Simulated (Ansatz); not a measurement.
Start from ZnS in the zinc blende structure (space group F-43m, No. 216; a = 5.3566 Å).

Calculations: plane-wave PAW DFT at the PBEsol level (Ansatz, a first-principles code, 420 eV), spin-orbit coupling left out.

Base values:

```
Property      Value
--------  ---------
Pressure  -0.01 GPa
```

The change: every lattice vector is stretched by 3.00 %; the atoms relax in the strained cell.

Q: How does this affect the mean gap deformation potential ΔEg/Δln V and pressure?

A: The mean gap deformation potential ΔEg/Δln V is -4.2 eV; the pressure shrinks by 5.74 GPa, from -0.01 GPa to -5.75 GPa.

Whether these cells are dynamically stable was not tested.
